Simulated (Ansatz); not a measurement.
Start from SiSe2 (space group Ibam, No. 72; a = 6.299 Å, b = 9.307 Å, c = 5.856 Å; made of chains).

Modification: every Si is replaced by Ti; the structure is relaxed again.

Levels (all Ansatz, a program for electronic structure, PAW, earlier PAW set): PBEsol (420 eV, no spin-orbit coupling); HSE06 (420 eV, without spin-orbit coupling).

The geometry is relaxed with PBEsol.

| Quantity | Result |
|---|---|
| PBEsol lowest conduction level above the VBM at special points | X 0.64 eV; Σ₀ 0.76 eV; F₀ 0.76 eV; Γ 0.83 eV |

Problem. Predict the lowest conduction level above the VBM at special points from HSE06.

Solution. The lowest conduction level above the VBM at special points goes from X 0.64 eV; Σ₀ 0.76 eV; F₀ 0.76 eV; Γ 0.83 eV to X 1.47 eV; Σ₀ 1.60 eV; F₀ 1.60 eV; Γ 1.60 eV.

Single points use the geometry relaxed with PBEsol. HSE06 gaps are upper bounds (no full band path). The levels and masses belong to the bands next to the band gap. Whether these cells are dynamically stable was not tested. As relaxed here, TiSe2 is a hypothetical phase, not in the database extracts checked. The final runs are not spin-polarised. No dispersion term is included in the PBEsol runs.
